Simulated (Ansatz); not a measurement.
Ansatz (a first-principles code) run on Ti3Al (P6_3/mmc, 8 atoms in the cell): self-consistent single point.

Computed with r2SCAN, default PAW files made with PBE (plane waves; Ansatz).

```yaml
crystal:
  lattice:
    - [5.97029, 0.00000, 0.00000]
    - [-2.98515, 5.17042, 0.00000]
    - [0.00000, 0.00000, 4.78864]
  atoms:
    - { symbol: Ti, position: [0.83920, 0.67840, 0.25000] }
    - { symbol: Ti, position: [0.16080, 0.83920, 0.75000] }
    - { symbol: Ti, position: [0.32160, 0.16080, 0.25000] }
    - { symbol: Ti, position: [0.16080, 0.32160, 0.75000] }
    - { symbol: Ti, position: [0.83920, 0.16080, 0.25000] }
    - { symbol: Ti, position: [0.67840, 0.83920, 0.75000] }
    - { symbol: Al, position: [0.33333, 0.66667, 0.25000] }
    - { symbol: Al, position: [0.66667, 0.33333, 0.75000] }
```

Reference input (self-consistent single point, DFT, LDA (PW92), plane waves, default PAW files made with PBE): basis.ecutwfc = 420 eV; kpoints.mp_grid.grid = 5 5 5; hamiltonian.xc = lda; hamiltonian.pseudopotentials = {kind: paw} (the program's default PAW files); scf.occupations.method = methfessel_paxton; scf.occupations.width = 0.136 eV. This run's input differs from it in these lines:

Ansatz 0.2 input:
```diff
@@ -16,3 +16,3 @@
 basis:
-  ecutwfc: 420.0 eV
+  ecutwfc: 500.0 eV
 kpoints:
@@ -20,3 +20,3 @@
 hamiltonian:
-  xc: lda
+  xc: r2scan
   pseudopotentials: { kind: paw }
```

Output (repeated stretches shortened):

```
SCF iter   1: F=—  HF=-16108.626884 eV  |F-HF|=—  |Δ(HF+E_count)|=         —  Δρ=1.52e-2  dr2=3.88e-1  dr2_τ=5.15e-2  ethr=1.77e-3  ⟨swp⟩=7.0  Hψ=2912  notcnv=0
all-band conjugate gradients solve this SCF's bands
preconditioner: auto → Kerker (q_TF=auto, 2.453 Å⁻¹)
SCF iter   2: F=—  HF=-16108.691390 eV  |F-HF|=—  |Δ(HF+E_count)|=   6.45e-2  S|Δr|=    0.00e0  Δρ=4.70e-3  dr2=4.04e-2  dr2_τ=3.93e-3  ethr=4.97e-4  ⟨swp⟩=3.2  Hψ=1511  notcnv=0  defer=10
   [... lines left out ...]
SCF iter   5: F=—  HF=-16108.693525 eV  |F-HF|=—  |Δ(HF+E_count)|=   2.76e-5  S|Δr|=    0.00e0  Δρ=8.56e-5  dr2=6.84e-6  dr2_τ=6.35e-7  ethr=4.45e-7  ⟨swp⟩=2.0  Hψ=922  notcnv=0  defer=10
SCF iter   6: F=—  HF=-16108.693486 eV  |F-HF|=—  |Δ(HF+E_count)|=   3.92e-5  S|Δr|=    0.00e0  Δρ=1.96e-5  dr2=5.51e-7  dr2_τ=1.55e-8  ethr=8.76e-9  ⟨swp⟩=2.0  Hψ=952  notcnv=0  defer=10
SCF iter   7: F=-16108.693486 eV  HF=-16108.693486 eV  |F-HF|=2.76e-8  |Δ(HF+E_count)|=   1.07e-7  S|Δr|=    0.00e0  Δρ=5.24e-6  dr2=5.03e-8  dr2_τ=1.73e-9  ethr=1.28e-10  ⟨swp⟩=10.3  Hψ=2730  notcnv=0
SCF 1 converged in 7 iterations: F = -16108.693486 eV  dr2 = 5.03e-8
Stability not checked (fill_not_monotonic)
Free energy (F): -16108.693486 eV
Internal energy: -16108.699554 eV  (E = F + TS)
E sigma→0 (E₀):  -16108.695003 eV
Entropy (-TS):   0.006068 eV (0.758 meV/atom)
Fermi energy:    10.751449 eV
--- Forces (eV/Å), atoms counted from 1 ---
  atom   1  Ti    -0.00000004    -0.83118904     0.00000000
  atom   2  Ti     0.71983080    -0.41559455     0.00000000
  atom   3  Ti     0.71983084     0.41559448     0.00000000
  atom   4  Ti     0.00000004     0.83118904     0.00000000
   [... lines left out ...]
  atom   8  Al    -0.00000000     0.00000000     0.00000000
--- Stress (GPa, compression-positive) ---
       -9.930119       0.000000       0.000000
        0.000000      -9.930119       0.000000
        0.000000       0.000000     -10.264899
  P = ⅓ Tr σ = -10.0417 GPa (-100.417 kbar)
  The stress holds the Pulay correction. Without it, at fixed plane waves, as pw.x and ABINIT print it: P = -10.1154 GPa
```

The run converged in 7 iterations. Against the reference run the pressure goes from -15.17 to -10.04 GPa and the largest force goes from 0.518 to 0.831 eV/Å.

The starting cell was generated: these elements placed on a structure prototype, without a prior relaxation; it need not be a known phase or ordering of this composition. Its lattice was rescaled by a random factor within 2.5 % of one. Spin polarisation is off. With a pressure of about -10 GPa the cell is away from its equilibrium volume at this level. Ansatz's pressure includes its estimate of the finite-basis (Pulay) stress.
